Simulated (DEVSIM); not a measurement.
Structure: n-channel Si planar bulk MOSFET with SiON, at 300 K.

```
Item                                                         Result
-----------------------  ------------------------------------------
Gate length                                                   40 nm
Source drain length                                           32 nm
Dielectric thickness                                         1.9 nm
Lateral straggle                                             2.8 nm
Underlap                                                       0 nm
Junction depth                                              20.1 nm
Substrate depth                                              163 nm
Gate work function                                          4.19 eV
Source and drain doping  7.6e19 cm⁻³, Gaussian tails under the gate
Body doping                                             1.4e18 cm⁻³
Lifetime                                                     4e-8 s
Supply                                                        0.8 V
```

All mobilities are scaled by 0.2; velocity saturation, μ/(1 + (μE/vsat)^b)^(1/b) with b = 2 for electrons and 1 for holes and E the electric field along each mesh edge, is on. Mobility is μmin + (μ − μmin)/(1 + (N/Nref)^α).

Constants are typed, rounded textbook-type inputs, not results; the design itself was drawn at random and stands for no fabricated device. Values at 300 K.

Si: gap (eV) 1.124, affinity (eV) 4.05, permittivity 11.7, Nc (cm⁻³) 2.86e19, Nv (cm⁻³) 3.1e19, μn (cm²/Vs) 1417, μp (cm²/Vs) 470, μn,min 52, μp,min 45, Nref,n 9.7e16, Nref,p 2.2e17, αn 0.68, αp 0.72, vsat,n (cm/s) 1e7, vsat,p (cm/s) 8.4e6. SiON: gap (eV) 7, affinity (eV) 1.4, permittivity 5.5.

Simulated with DEVSIM: 2D drift-diffusion, Boltzmann statistics, complete ionisation; no quantum confinement, tunnelling, impact ionisation, self-heating, contact resistance or fringe fields beside the gate. Metal contacts follow the ideal Schottky-Mott rule: no Fermi-level pinning, no interface dipoles.

Transfer curves, |Id| in μA/μm:

| Vg (V) | Vd = 0.05 V | Vd = 0.8 V |
|---|---|---|
| -0.24 | 1.045e-5 | 0.0002841 |
| -0.2 | 2.965e-5 | 0.0007152 |
| -0.16 | 8.519e-5 | 0.001842 |
| -0.12 | 0.0002472 | 0.004842 |
| -0.08 | 0.0007226 | 0.01293 |
| -0.04 | 0.002122 | 0.03491 |
| 0 | 0.006243 | 0.09473 |
| 0.04 | 0.01833 | 0.2559 |
| 0.08 | 0.05346 | 0.6782 |
| 0.12 | 0.1533 | 1.720 |
| 0.16 | 0.4241 | 4.035 |
| 0.2 | 1.095 | 8.493 |
| 0.24 | 2.520 | 15.83 |
| 0.28 | 4.961 | 26.37 |
| 0.32 | 8.303 | 40.07 |
| 0.36 | 12.13 | 56.67 |
| 0.4 | 16.06 | 75.87 |
| 0.44 | 19.88 | 97.36 |
| 0.48 | 23.49 | 120.9 |
| 0.52 | 26.88 | 146.2 |
| 0.56 | 30.04 | 173.0 |
| 0.6 | 32.99 | 201.3 |
| 0.64 | 35.74 | 230.7 |
| 0.68 | 38.33 | 261.3 |
| 0.72 | 40.75 | 292.7 |
| 0.76 | 43.04 | 325.0 |
| 0.8 | 45.19 | 357.9 |

Question: Work out the subthreshold swing at low drain bias from the rows at -0.04 and 0 V, and compare it with the thermal limit.

Answer: log10(0.006243/0.002122) = 0.469 over 40.0 mV, so S = 85.4 mV/decade. The limit kT/q ln 10 is 59.5 mV/decade; the ratio is 1.43. This is the steepest step of the table.

Question: Find both thresholds at the constant current 0.1 μA × (1 μm/L) a micrometre, and the DIBL.

Answer: The current is 2.50 μA/μm. Interpolating ln Id gives 0.240 V and 0.138 V; their difference over the 0.75 V of drain bias is 140 mV/V.

Source and drain are degenerate, where Boltzmann statistics are only rough. The electric field that drives the saturation includes the junctions' built-in field, which lowers the mobility there even at small currents: subthreshold currents come out too low, a known weakness of this choice.
